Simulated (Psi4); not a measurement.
Psi4 1.11, HF/def2-svp: Cu(CF3)(OH2) ([OH2]->[Cu][C](F)(F)F), 8 atoms. The geometry is a generated start, not checked to be a minimum at this level.

```yaml
task: energy
method: scf
basis: def2-svp
memory: 3 GB
maxiter: 100
keys_of_the_molecule_block: symmetry c1
scf_type: df (default)
e_convergence: 1e-06 (default)
d_convergence: 1e-06 (default)
basis_functions: 111
```

```xyz
8

Cu     0.0325     0.2696     0.3343
C     -0.6422    -0.7079    -1.2402
F     -2.0079    -0.6679    -1.4339
F     -0.3785    -2.0659    -1.2649
F     -0.1508    -0.2854    -2.4610
O      0.7146     1.2385     1.8821
H      1.5530     1.6361     1.6090
H      0.8792     0.5829     2.5745
```

Charge 0 and multiplicity 1 are set for this test and not shown to be the ground state.

With the defaults (diis = true, scf_initial_accelerator = adiis, damping_percentage = 0, guess = auto, which took SAD, soscf = false, soscf_start_convergence = 0.01, diis_max_vecs = 10) it converges in 11 SCF iterations. One run each on 2 threads, with these changes:
- diis = false, scf_initial_accelerator = none, damping_percentage = 60
- guess = core
- soscf = true, soscf_start_convergence = 0.1
- guess = gwh
- diis_max_vecs = 6
- damping_percentage = 20
- guess = sadno
- guess = sapgau
- scf_initial_accelerator = ediis

Task: Which of these changes keep the SCF from converging, or lead it to another solution?

Result: No convergence: diis = false, scf_initial_accelerator = none, damping_percentage = 60 (the run ends without SCF convergence in 100 iterations). The rest reach the solution of the defaults.

```json
[
 {"setting": "soscf = true, soscf_start_convergence = 0.1", "SCF iterations": "6", "JK calls": "22", "end": "same solution"},
 {"setting": "the defaults", "SCF iterations": "11", "JK calls": "12", "end": "same solution"},
 {"setting": "scf_initial_accelerator = ediis", "SCF iterations": "11", "JK calls": "12", "end": "same solution"},
 {"setting": "diis_max_vecs = 6", "SCF iterations": "11", "JK calls": "12", "end": "same solution"},
 {"setting": "guess = sapgau", "SCF iterations": "11", "JK calls": "11", "end": "same solution"},
 {"setting": "guess = sadno", "SCF iterations": "12", "JK calls": "12", "end": "same solution"},
 {"setting": "guess = core", "SCF iterations": "17", "JK calls": "17", "end": "same solution"},
 {"setting": "guess = gwh", "SCF iterations": "18", "JK calls": "18", "end": "same solution"},
 {"setting": "damping_percentage = 20", "SCF iterations": "20", "JK calls": "21", "end": "same solution"},
 {"setting": "diis = false, scf_initial_accelerator = none, damping_percentage = 60", "SCF iterations": "100", "JK calls": "101", "end": "no convergence"}
]
```

An SOSCF iteration holds several JK calls; a Hückel guess adds calls on atoms. 1 further run of the study ended by our limits or in an error and is left out.
